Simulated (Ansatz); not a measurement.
Reference: CdTe (F-43m), r2SCAN with spin-orbit coupling, rigid bands (plane waves, PAW; Ansatz, a first-principles code); axes and stresses refer to this cell.

```xyz
2
Lattice="0.0000 3.2788 3.2788 3.2788 0.0000 3.2788 3.2788 3.2788 0.0000" Properties=species:S:1:pos:R:3 pbc="T T T"
Cd     0.0000     0.0000     0.0000
Te     1.6394     1.6394     1.6394
```

The Seebeck coefficient, n-type 1e19 cm⁻³ is -62 μV/K. The electron conductivity mass is 0.094 mₑ and the band gap is 0.91 eV.

| Change | Seebeck coefficient, n-type 1e19 cm⁻³ | electron conductivity mass | band gap |
|---|---|---|---|
| hydrostatic pressure -2 GPa | (withheld) | (withheld) | (withheld) |
| hydrostatic pressure 10 GPa | -74 μV/K | (withheld) | 1.45 eV |
| hydrostatic pressure 2 GPa | -65 μV/K | 0.101 mₑ | 1.05 eV |

Task: Complete the blanks.

Result: 
- hydrostatic pressure -2 GPa, Seebeck coefficient, n-type 1e19 cm⁻³: -57 μV/K
- hydrostatic pressure -2 GPa, electron conductivity mass: 0.085 mₑ
- hydrostatic pressure -2 GPa, band gap: 0.73 eV
- hydrostatic pressure 10 GPa, electron conductivity mass: 0.118 mₑ

Masses are for dilute carriers at 300 K, harmonic means over directions unless an axis is named. Seebeck coefficients are for the stated density at 300 K, with one relaxation time for all states and whether or not that doping can be reached. Stresses and pressures are the targets of the relaxation.  The structure type is held under load, also where the real crystal would transform.
